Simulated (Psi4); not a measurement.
Psi4 1.11, PBE/def2-svp: W(NH)2(NMe2)(Me) (C[N](C)[W]([CH3])(=[NH])=[NH]), 18 atoms. The geometry is a generated start, not checked to be a minimum at this level.

* **task**: energy
* **method**: pbe
* **basis**: def2-svp
* **memory**: 3 GB
* **maxiter**: 100
* **keys of the molecule block**: symmetry c1
* **scf_type**: df (default)
* **e_convergence**: 1e-06 (default)
* **d_convergence**: 1e-06 (default)
* **dft_radial_points**: 75 (default)
* **dft_spherical_points**: 302 (default)
* **effective core potentials**: those of the basis set, past Kr
* **basis functions**: 171
* **grid points**: 384039

```xyz
18

W     -0.4785    -0.8483    -0.5059
N      0.2927    -2.4543    -0.4470
H      0.6131    -3.3994    -0.6718
N     -1.3907    -0.4872    -1.9956
H     -1.8262    -0.5400    -2.9195
N      0.7312     0.6019     0.0389
C      0.4977     1.9895    -0.3362
C      2.0597     0.4516     0.6107
H      0.5578     2.6448     0.5467
H      1.2523     2.3389    -1.0599
H     -0.4989     2.0923    -0.7821
H      2.8349     0.7674    -0.1069
H      2.1713     1.0712     1.5136
H      2.2309    -0.5957     0.8804
C     -2.0474    -0.9197     1.0756
H     -1.9349    -0.0201     1.7133
H     -1.9836    -1.7897     1.7486
H     -3.0814    -0.9032     0.6970
```

Charge 0 and multiplicity 1 are set for this test and not shown to be the ground state.

With the defaults (diis_max_vecs = 10, diis = true, scf_initial_accelerator = adiis, damping_percentage = 0, guess = auto, which took SAD, soscf = false) it converges in 13 SCF iterations. One run each on 2 threads, with these changes:
- soscf = true
- diis_max_vecs = 3
- diis_max_vecs = 20
- diis_max_vecs = 6
- scf_initial_accelerator = none
- guess = core
- guess = gwh
- guess = sapgau
- diis = false, scf_initial_accelerator = none, damping_percentage = 60

Q: Which runs fail or end elsewhere than the default run?

A: No convergence: diis_max_vecs = 3; diis = false, scf_initial_accelerator = none, damping_percentage = 60 (the run ends without SCF convergence in 100 iterations). The rest reach the solution of the defaults.

```
setting                                                                SCF iterations  JK calls             end
---------------------------------------------------------------------  --------------  --------  --------------
soscf = true                                                                        9        35   same solution
the defaults                                                                       13        14   same solution
diis_max_vecs = 20                                                                 13        14   same solution
scf_initial_accelerator = none                                                     13        14   same solution
diis_max_vecs = 6                                                                  15        16   same solution
guess = sapgau                                                                     18        18   same solution
guess = core                                                                       19        19   same solution
guess = gwh                                                                        20        20   same solution
diis_max_vecs = 3                                                                 100       101  no convergence
diis = false, scf_initial_accelerator = none, damping_percentage = 60             100       101  no convergence
```

An SOSCF iteration holds several JK calls; a Hückel guess adds calls on atoms. 1 further run of the study ended by our limits or in an error and is left out.
